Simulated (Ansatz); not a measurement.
Start from NbP (space group I4_1md, No. 109).

```yaml
crystal:
  lattice:
    - [-1.66024, 1.66024, 5.64375]
    - [1.66024, -1.66024, 5.64375]
    - [1.66024, 1.66024, -5.64375]
  atoms:
    - { symbol: Nb, position: [0.99913, 0.99913, 0.00000] }
    - { symbol: Nb, position: [0.74913, 0.24913, 0.50000] }
    - { symbol: P, position: [0.41687, 0.41687, 0.00000] }
    - { symbol: P, position: [0.16687, 0.66687, 0.50000] }
```

Cartesian axes are those of the cell as printed.

Method: PBEsol in Ansatz (plane waves to 420 eV, PAW, no spin-orbit coupling).

Base values:

- Band gap = zero
- Pressure = 0.0 GPa

It is then changed as follows: biaxial strain −2.50 %, plane normal [001], relaxed out of plane (Cartesian); in-plane vectors clamped, the third vector and the atoms free.

Task: What does the calculation give for the energy relative to the base after the change?

Result: The energy rises by 24 meV/atom.

Task: How does this affect the band gap?

Result: The band gap is still zero.

Task: Predict the new pressure.

Result: The pressure (mean of the normal stresses, compression positive) goes from zero to 6.7 GPa.

Whether these cells are dynamically stable was not tested. The final runs are not spin-polarised. The zero or small gap of NbP can change with the level of theory.

Ansatz is a program for electronic structure.
